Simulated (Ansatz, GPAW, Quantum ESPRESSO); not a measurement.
## Code comparison for Ru₃W (P1, 8 atoms in the cell)

Self-consistent single point, at a second geometry (atoms moved at random). First geometry:

```
CELL_PARAMETERS angstrom
      5.48625     0.00000     0.00000
     -2.74313     4.75124     0.00000
      0.00000     0.00000     4.36588
ATOMIC_POSITIONS crystal
  Ru 0.16631 0.33263 0.25000
  Ru 0.83369 0.66737 0.75000
  Ru 0.83369 0.16631 0.75000
  Ru 0.16631 0.83369 0.25000
  Ru 0.66737 0.83369 0.25000
  Ru 0.33263 0.16631 0.75000
  W  0.33333 0.66667 0.75000
  W  0.66667 0.33333 0.25000
```

Second geometry:
```yaml
crystal:
  lattice:
    - [5.48625, 0.00000, 0.00000]
    - [-2.74313, 4.75124, 0.00000]
    - [0.00000, 0.00000, 4.36588]
  atoms:
    - { symbol: Ru, position: [0.15769, 0.32444, 0.24022] }
    - { symbol: Ru, position: [0.81422, 0.65718, 0.74841] }
    - { symbol: Ru, position: [0.85211, 0.17389, 0.74937] }
    - { symbol: Ru, position: [0.17244, 0.83662, 0.26210] }
    - { symbol: Ru, position: [0.66855, 0.84140, 0.23603] }
    - { symbol: Ru, position: [0.32921, 0.16454, 0.74728] }
    - { symbol: W, position: [0.32938, 0.67092, 0.75502] }
    - { symbol: W, position: [0.67641, 0.33100, 0.26158] }
```

Shared settings, as Ansatz (a first-principles code) writes them: kpoints.mp_grid.grid = 4 4 5; scf.occupations.method = gaussian; scf.occupations.width = 0.136 eV. Potentials and cutoffs stand in the table.

| code | model | ΔF from the first geometry (meV/atom) | pressure (GPa) | largest force (eV/Å) | cutoff |
|---|---|---|---|---|---|
| GPAW | LDA (Perdew-Wang 92), GPAW PAW datasets LDA (gpaw-data 1.0.1) | 25.7 | -13.91 | 1.066 | 550 eV |
| Quantum ESPRESSO | LDA (PZ), GBRV 1.5 ultrasoft (LDA) pseudopotentials | 27.0 | -13.27 | 1.105 | 40 Ry |
| Ansatz | LDA (PW92), PAW files made with PBE | 26.8 | -12.60 | 1.108 | 420 eV |

Size of the force on each atom (eV/Å): Sizes of forces hide their directions.

```tsv
code	Ru1	Ru2	Ru3	Ru4	Ru5	Ru6	W7	W8
GPAW	1.066	0.890	1.059	0.730	0.815	0.551	0.389	0.604
Quantum ESPRESSO	1.105	0.925	1.093	0.765	0.860	0.562	0.405	0.652
Ansatz	1.108	0.914	1.100	0.755	0.853	0.572	0.400	0.636
```

On Ansatz's run: spin-orbit coupling is off. Spin polarisation is off.

The spread over the programs that give each value: ΔF from the first geometry within 1.3 meV/atom; pressure within 1.31 GPa; largest force within 0.042 eV/Å.

Ansatz's pressure is given at a fixed set of plane waves, as the other plane-wave codes print theirs; with its correction for the finite basis it is -12.38 GPa (the shift of 0.22 GPa shows how far the cutoff is from converged). The same LDA comes in different parametrisations, which differ slightly.

The starting cell comes from a database of computed structures (which also holds hypothetical and non-ambient phases and stackings), without a prior relaxation at this level. Its lattice was rescaled by a random factor within 2.5 % of one. For this run, on top of that: atoms moved at random.

Keys are those of Ansatz 0.2.
